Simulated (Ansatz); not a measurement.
Zinc-blende BeS, treated with PBE0 (PAW; Ansatz, a first-principles code).

Settings: plane-wave cutoff 520 eV, 10×10×10 k mesh, scalar-relativistic PAW data made under PBE.

Computed at the level's own relaxed cell.

```
BeS
1.0
    0.00000     2.42617     2.42617
    2.42617     0.00000     2.42617
    2.42617     2.42617     0.00000
Be S
1 1
Cartesian
  0.00000   0.00000   0.00000
  3.63926   3.63926   3.63926
```

Give the elastic tensor (Voigt notation, GPa, ions relaxed, in the Cartesian axes of the cell as printed).


```
  168.0    65.1    65.1     0.0     0.0     0.0
   65.1   168.0    65.1     0.0     0.0     0.0
   65.1    65.1   168.0     0.0     0.0     0.0
    0.0     0.0     0.0    87.9     0.0     0.0
    0.0     0.0     0.0     0.0    87.9     0.0
    0.0     0.0     0.0     0.0     0.0    87.9
```

Computed values are for the static lattice.
